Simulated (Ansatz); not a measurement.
**Evanescent states of HfO$_{2}$ (Fm-3m, fluorite, 3 atoms a cell, 10.6 Å³ an atom, 4 GPa at this level) along the normal of (001)**

The numbers are results of r2SCAN (plane waves, PAW; Ansatz, a quantum-chemistry and plane-wave program), not measurements.

The gap is the functional's own, uncorrected, and κ follows it; spin-orbit coupling is left out. Mid-gap values are interpolated between the computed energies.

Energies count from the valence-band top; κ is the least over a 8×8 mesh across the current.

| E (eV) | κ (1/Å) | where |
|---|---|---|
| 0.10 | 0.088 | Γ |
| 0.32 | 0.149 | Γ |
| 0.53 | 0.190 | Γ |
| 0.73 | 0.220 | Γ |
| 0.94 | 0.246 | Γ |
| 1.16 | 0.267 | Γ |
| 1.36 | 0.282 | Γ |
| 1.57 | 0.288 | Γ |
| 1.78 | 0.293 | Γ |
| 2.00 | 0.296 | Γ |
| 2.21 | 0.298 | Γ |
| 2.42 | 0.298 | Γ |
| 2.62 | 0.297 | Γ |
| 2.83 | 0.293 | Γ |
| 3.04 | 0.287 | Γ |
| 3.25 | 0.279 | Γ |
| 3.46 | 0.268 | Γ |
| 3.67 | 0.252 | Γ |
| 3.88 | 0.229 | Γ |
| 4.09 | 0.196 | Γ |
| 4.30 | 0.088 | off Γ |

Task: How thick must the barrier be to attenuate the transmission by 10^6 when the electrodes' Fermi level lies at 4.30 eV, and what attenuation does that film give at 2.00 eV?

Result: d = 6 ln 10 / (2 × 0.088) = 78.5 Å. At 2.00 eV it gives 6 × 0.296/0.088 = 20.2 decades.
